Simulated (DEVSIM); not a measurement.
Device: abrupt Si p-n junction, at 300 K.

| layer (left to right) | material | thickness (μm) | Nd (cm⁻³) | Na (cm⁻³) | τn (s) | τp (s) |
|---|---|---|---|---|---|---|
| 1 | Si | 0.470 | - | 3.4e18 | 1.9e-6 | 1.9e-6 |
| 2 | Si | 180 | 2e14 | - | 1.9e-6 | 1.9e-6 |

Left contact: ohmic. Right contact: ohmic. Voltage is applied to the left contact. Recombination: SRH at mid-gap, radiative, Auger. Mobility is constant in doping.

This is a model device: material constants are rounded textbook-type values typed into the input, and sizes, dopings and lifetimes were drawn at random. Values at 300 K.

| parameter | Si |
|---|---|
| gap (eV) | 1.124 |
| affinity (eV) | 4.05 |
| permittivity | 11.7 |
| Nc (cm⁻³) | 2.86e19 |
| Nv (cm⁻³) | 3.1e19 |
| μn (cm²/Vs) | 1417 |
| μp (cm²/Vs) | 470 |
| B (cm³/s) | 4.7e-15 |
| Cn (cm⁶/s) | 2.8e-31 |
| Cp (cm⁶/s) | 9.9e-32 |

DEVSIM, 1D drift-diffusion, Boltzmann statistics, complete ionisation; no tunnelling, impact ionisation, image-force lowering or self-heating.

### Question
Tabulate band edges, carrier densities and field at 0.9 V on the left contact.

### Answer
Energies count from the Fermi level of the right contact; mesh points crowd at the junctions.

```csv
x (μm),Ec (eV),Ev (eV),n (cm⁻³),p (cm⁻³),field (V/cm)
0.000,0.167,-0.957,< 1e2,3.4e18,≈ 0
0.03540,0.167,-0.957,1.5e12,3.4e18,≈ 0
0.1175,0.167,-0.957,5.0e12,3.4e18,≈ 0
0.2866,0.167,-0.957,1.2e13,3.4e18,≈ 0
0.4291,0.167,-0.957,1.8e13,3.4e18,≈ 0
0.4677,0.156,-0.968,3.0e13,2.3e18,-45000
0.5003,0.046,-1.078,2.1e15,3.2e16,-12000
0.6384,0.011,-1.113,8.2e15,8.3e15,-140
0.9379,0.011,-1.113,8.3e15,8.1e15,≈ 0
1.704,0.011,-1.113,8.2e15,8.0e15,≈ 0
3.661,0.012,-1.112,8.0e15,7.8e15,≈ 0
11.84,0.016,-1.108,7.3e15,7.1e15,≈ 0
29.57,0.025,-1.099,5.9e15,5.7e15,≈ 0
74.91,0.056,-1.068,3.4e15,3.2e15,≈ 0
148.0,0.155,-0.969,1.2e15,1.0e15,22
167.8,0.213,-0.911,7.2e14,5.2e14,40
175.5,0.253,-0.871,4.7e14,2.7e14,68
178.6,0.278,-0.846,3.3e14,1.3e14,110
179.9,0.297,-0.827,2.4e14,4.8e13,170
180.3,0.303,-0.821,2.2e14,1.9e13,200
180.4,0.306,-0.818,2.0e14,6.4e12,210
180.5,0.307,-0.817,2.0e14,580000,210
```
